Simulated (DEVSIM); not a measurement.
Structure: abrupt Si p-n junction, at 350 K.

```tsv
layer (left to right)	material	thickness (μm)	Nd (cm⁻³)	Na (cm⁻³)	τn (s)	τp (s)
1	Si	3.30	-	1.6e19	1.3e-7	1.3e-7
2	Si	130	1.7e15	-	1.3e-7	1.3e-7
```

Left contact: ohmic. Right contact: ohmic. Voltage is applied to the left contact. Recombination: SRH at mid-gap. Mobility is μmin + (μ − μmin)/(1 + (N/Nref)^α).

Constants are typed, rounded textbook-type inputs, not results; the design itself was drawn at random and stands for no fabricated device. Values at 300 K; Nc and Nv go as T^1.5, mobilities as T to minus their exponent, the gap by Varshni's rule with the affinity fixed. The table also holds parameters that only a changed run uses.

```
parameter               Si
----------------  --------
gap (eV)             1.124
affinity (eV)         4.05
permittivity          11.7
Nc (cm⁻³)          2.86e19
Nv (cm⁻³)           3.1e19
μn (cm²/Vs)           1417
μp (cm²/Vs)            470
μn,min                  52
μp,min                  45
Nref,n              9.7e16
Nref,p              2.2e17
αn                    0.68
αp                    0.72
T exponent of μn       2.3
T exponent of μp       2.2
Cn (cm⁶/s)         2.8e-31
Cp (cm⁶/s)         9.9e-32
Varshni α (eV/K)  0.000473
Varshni β (K)          636
```

DEVSIM, 1D drift-diffusion, Boltzmann statistics, complete ionisation; no tunnelling, impact ionisation, image-force lowering or self-heating.

Base results: potential step across the device at zero bias (V) 0.783; dark forward voltage at 1 A/cm² (V) 0.537.

Problem. What follows from this one change: thickness of layer 2 130 → 26 μm?

Solution. potential step across the device at zero bias little changed (0.783 V); dark forward voltage at 1 A/cm² 0.537 → 0.495 V.

Problem. What follows from this one change: minority lifetime in layer 2 1.3e-07 → 1.3e-08 s?

Solution. potential step across the device at zero bias little changed (0.783 V); dark forward voltage at 1 A/cm² 0.537 → 0.510 V.

Problem. What follows from this one change: doping Nd of layer 2 1.7e+15 → 5.1e+14 cm^-3?

Solution. potential step across the device at zero bias 0.783 → 0.747 V; dark forward voltage at 1 A/cm² 0.537 → 0.602 V.
